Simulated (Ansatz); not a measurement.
Substrate model: Si(111) 1x1 surface, 6 top atoms, 3 bilayers, bottom bilayer H-capped and fixed, every top atom capped by H; cell 11.5 x 6.6 Å; two neighbouring H replaced by OH; about 7 Å thick over the host's atoms, 18 atoms held. These are PBE-D3(BJ) (plane waves to 420 eV, PAW; Ansatz, a quantum-chemistry and plane-wave program) values and carry that method's errors. k mesh 1 x 2 x 1. The slab states were run without spin polarisation. No spin-orbit coupling. A thicker slab, a larger cell or a denser mesh can move such energies by a tenth of an eV or more. All energies are electronic energies at 0 K, without vibrations. Each state was relaxed from one prepared geometry.

One SnCl4 a cell is brought to Si(111):H with two OH. Relaxed result near the molecule:

```
atom    x (Å)   y (Å)   z (Å)
------  -----  ------  ------
H(29)   3.782  -0.080  10.980
H(44)   7.744   0.116  11.035
H(45)   9.699   3.251  11.018
O(46)   5.289   3.482  11.205
H(47)   4.311   3.530  11.337
Sn(a0)  6.039   3.161  13.629
Cl(a1)  4.033   4.335  13.882
Cl(a2)  7.857   4.342  12.768
Cl(a3)  5.773   0.928  13.004
Cl(a4)  6.716   2.918  15.858
```

What is the adsorption energy against the free SnCl4 and the slab before, and how much of it is dispersion?

-0.55 eV (negative: bound); the D3 term gives -0.61 eV of it. Its closest contacts to the rest of the cell: Sn(a0)...O(46) 2.56 Å, Cl(a1)...H(47) 2.68 Å, Cl(a2)...H(45) 2.76 Å.
